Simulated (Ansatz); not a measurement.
The starting structures come from a database of crystals and need not be the phases stable at ambient conditions.

 Where the default PAW files enter, the runs use the earlier of Ansatz's two default sets.

Evanescent states of Ba2H6Ru (Fm-3m, not sure to be the ambient phase, 9 atoms a cell, 14.6 Å³ an atom, -2 GPa at this level) along the normal of (111)

All values below come from PBEsol (plane waves, PAW; Ansatz, a program for electronic structure).

The gap is the functional's own, uncorrected, and κ follows it; spin-orbit coupling is left out. Mid-gap values are interpolated between the computed energies.

Energies count from the valence-band top; κ is the least over a 6×6 mesh across the current.

```tsv
E (eV)	κ (1/Å)	where
0.05	0.237	Γ
0.15	0.372	Γ
0.25	0.422	Γ
0.35	0.447	off Γ
0.45	0.436	off Γ
0.55	0.424	off Γ
0.65	0.412	off Γ
0.75	0.401	off Γ
0.85	0.390	off Γ
0.95	0.378	off Γ
1.05	0.365	off Γ
1.15	0.349	off Γ
1.25	0.331	off Γ
1.35	0.308	off Γ
1.45	0.277	off Γ
1.55	0.234	off Γ
1.65	0.168	off Γ
```

**Question.** How thick must the barrier be to attenuate the transmission by 10^6 when the electrodes' Fermi level lies at 0.15 eV, and what attenuation does that film give at 1.05 eV?

**Answer.** d = 6 ln 10 / (2 × 0.372) = 18.6 Å. At 1.05 eV it gives 6 × 0.365/0.372 = 5.9 decades.
